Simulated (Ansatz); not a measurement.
Partial pair distribution functions of a relaxed model of amorphous Al28O43Ba, broadened by 0.06 Å; density 3.26 g/cm³. All values below come from PBE, scalar-relativistic without spin-orbit coupling (plane waves to 420 eV, PAW; Ansatz, a first-principles code).

It comes from a melt-quench run on a machine-learned potential (CHGNet), relaxed afterwards by DFT. O atoms were pushed apart under 1.9 Å during the dynamics, to hinder bonds among them. The hot cell started wider than the set density and was brought back towards it in steps. It is the lowest in DFT energy of 2 quenches. It is a model cell: composition and starting density were chosen by hand, and all elements were melted together. No dispersion term was used. Its density started from a set value of 3.26 and ended at 3.26 g/cm³. The simulated quench (nominally 280 K/ps over its main leg) is rapid and tends to freeze in more defects than a deposited or slowly cooled glass has. One small periodic cell is one sample of the glass; other quenches scatter about these values. The volume was held where the preparation left it and the shape relaxed, at a PBE pressure of 2.1 GPa. Stress components on the final sampling reach 2.1 GPa.

| r (Å) | g Al-O | g O-Ba | g Al-Al | g O-O |
|---|---|---|---|---|
| 1.50 | 0.00 | 0.00 | 0.00 | 0.00 |
| 1.60 | 0.25 | 0.00 | 0.00 | 0.00 |
| 1.70 | 3.61 | 0.00 | 0.00 | 0.00 |
| 1.80 | 8.32 | 0.00 | 0.00 | 0.00 |
| 1.90 | 5.52 | 0.00 | 0.00 | 0.00 |
| 2.00 | 1.94 | 0.00 | 0.00 | 0.00 |
| 2.10 | 0.68 | 0.00 | 0.00 | 0.00 |
| 2.20 | 0.08 | 0.00 | 0.00 | 0.00 |
| 2.30 | 0.00 | 0.00 | 0.00 | 0.13 |
| 2.40 | 0.07 | 0.00 | 0.00 | 0.73 |
| 2.50 | 0.15 | 0.06 | 0.01 | 1.51 |
| 2.60 | 0.11 | 1.09 | 0.24 | 1.77 |
| 2.70 | 0.12 | 2.95 | 1.10 | 2.77 |
| 2.80 | 0.08 | 4.41 | 1.66 | 3.45 |
| 2.90 | 0.19 | 1.23 | 2.54 | 2.73 |
| 3.00 | 0.47 | 0.08 | 2.69 | 2.19 |
| 3.10 | 0.58 | 0.76 | 2.75 | 1.51 |
| 3.20 | 0.60 | 1.55 | 2.91 | 0.85 |
| 3.30 | 1.03 | 2.04 | 2.13 | 0.55 |
| 3.40 | 1.17 | 1.59 | 1.62 | 0.46 |
| 3.50 | 1.09 | 1.52 | 0.80 | 0.54 |
| 3.60 | 1.19 | 1.03 | 0.56 | 0.50 |
| 3.70 | 1.26 | 0.67 | 0.52 | 0.66 |
| 3.80 | 1.07 | 0.77 | 0.37 | 0.76 |
| 3.90 | 1.29 | 0.93 | 0.53 | 0.65 |
| 4.00 | 1.31 | 0.91 | 0.53 | 0.50 |
| 4.10 | 1.30 | 0.22 | 0.35 | 0.36 |
| 4.20 | 1.39 | 0.13 | 0.34 | 0.55 |
| 4.30 | 1.39 | 0.54 | 0.46 | 0.77 |
| 4.40 | 1.49 | 0.41 | 0.54 | 0.76 |
| 4.50 | 1.52 | 0.77 | 0.63 | 0.64 |
| 4.60 | 1.27 | 1.71 | 0.90 | 0.70 |

Within 2.24 Å each Al has 4.64 O neighbours on average.
